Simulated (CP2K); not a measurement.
Input and output of a self-consistent single point for LaCO (C2/m, 6 atoms in the cell) (CP2K).

Method of the run: LDA (Pade form), GPW, DZVP-MOLOPT-SR-GTH basis, GTH-PADE potentials (GTH_POTENTIALS) (CP2K).

```xyz
6
Lattice="4.0735 0.0000 0.0000 2.0986 3.4913 0.0000 -0.5921 -0.3349 7.3358" Properties=species:S:1:pos:R:3 pbc="T T T"
La     1.7799     1.0068     2.1454
La     3.8001     2.1496     5.1904
C     -0.3064    -0.1733     6.7979
C      5.8865     3.3297     0.5379
O      3.8037     2.1516     2.7825
O      1.7764     1.0048     4.5533
```

Reference input (self-consistent single point, DFT PBEsol, GPW, DZVP-MOLOPT-SR-GTH basis, GTH-PBE potentials (GTH_POTENTIALS)): CUTOFF = 500 Ry; REL_CUTOFF = 60 Ry; SMEAR/METHOD = FERMI_DIRAC; ELECTRONIC_TEMPERATURE = 580.23 K; KPOINTS/SCHEME = MONKHORST-PACK 7 7 4; GAMMA_CENTERED = T; XC_FUNCTIONAL = PBE:PBESOL; La/BASIS_SET = DZVP-MOLOPT-SR-GTH; La/POTENTIAL = GTH-PBE-q11; C/BASIS_SET = DZVP-MOLOPT-SR-GTH; C/POTENTIAL = GTH-PBE-q4; O/BASIS_SET = DZVP-MOLOPT-SR-GTH. This run's input differs from it in these lines:

```diff
@@ -45,6 +45,3 @@
     &XC
-      &XC_FUNCTIONAL
-        &PBE
-          PARAMETRIZATION PBESOL
-        &END PBE
+      &XC_FUNCTIONAL PADE
       &END XC_FUNCTIONAL
@@ -84,3 +81,3 @@
       BASIS_SET DZVP-MOLOPT-SR-GTH
-      POTENTIAL GTH-PBE-q11
+      POTENTIAL GTH-PADE-q11
     &END KIND
@@ -88,3 +85,3 @@
       BASIS_SET DZVP-MOLOPT-SR-GTH
-      POTENTIAL GTH-PBE-q4
+      POTENTIAL GTH-PADE-q4
     &END KIND
@@ -92,3 +89,3 @@
       BASIS_SET DZVP-MOLOPT-SR-GTH
-      POTENTIAL GTH-PBE-q6
+      POTENTIAL GTH-PADE-q6
     &END KIND
```

Output (repeated stretches shortened):

```
 SCF WAVEFUNCTION OPTIMIZATION

  Step     Update method      Time    Convergence         Total energy    Change
     1 NoMix/Diag. 0.30E+00      -     1.17524416      -107.3185134607 -1.07E+02
     2 Broy./Diag. 0.30E+00      -     0.16782090      -103.2748305487  4.04E+00
     3 Broy./Diag. 0.30E+00      -     0.18224363      -105.7423448073 -2.47E+00
     4 Broy./Diag. 0.30E+00      -     0.03610745      -107.0308406909 -1.29E+00
     5 Broy./Diag. 0.30E+00      -     0.04312303      -106.7206657797  3.10E-01
     6 Broy./Diag. 0.30E+00      -     0.01181400      -107.0642748342 -3.44E-01
   [... 11 lines left out ...]
    18 Broy./Diag. 0.30E+00      -     0.00000269      -107.2122045382 -4.32E-05
    19 Broy./Diag. 0.30E+00      -     0.00000052      -107.2122134256 -8.89E-06
    20 Broy./Diag. 0.30E+00      -     0.00000066      -107.2122189881 -5.56E-06
    21 Broy./Diag. 0.30E+00      -     0.00000008      -107.2122217462 -2.76E-06
  *** SCF run converged in    21 steps ***

  Overlap energy of the core charge distribution:               0.00000930011973
  Self energy of the core charge distribution:               -235.50363853008955
  Core Hamiltonian energy:                                     56.55237041503129
  Hartree energy:                                              90.70567523848428
  Exchange-correlation energy:                                -18.96663816970329
  Electronic entropic energy:                                  -0.00000000000000
  Fermi energy:                                                 0.25950823285226

  Total energy:                                              -107.21222174615752
  Total energy (extrapolated to T->0):                       -107.21222174615752

   [... lines left out ...]

 STRESS| Analytical stress tensor [bar]
 STRESS|                        x                   y                   z
 STRESS|      x       -5.61573463525E+04  -1.32937541384E+03   4.20544965197E+03
 STRESS|      y       -1.32937541384E+03  -5.45593459138E+04   2.37884772890E+03
 STRESS|      z        4.20544965197E+03   2.37884772890E+03  -6.07120260945E+04
 STRESS| 1/3 Trace                                            -5.71429061203E+04
```

The run converged in 21 iterations. Against the reference run the pressure goes from -2.20 to -5.71 GPa, the largest force goes from 0.443 to 0.422 eV/Å and the gap on the mesh moves little (2.971 to 2.968 eV).

The starting cell comes from a database of computed structures (which also holds hypothetical and non-ambient phases and stackings), without a prior relaxation at this level. Values carry the incompleteness of an atom-centred basis. With a pressure of about -6 GPa the cell is away from its equilibrium volume at this level.

Cost on one core of a shared machine: roughly 4 min.
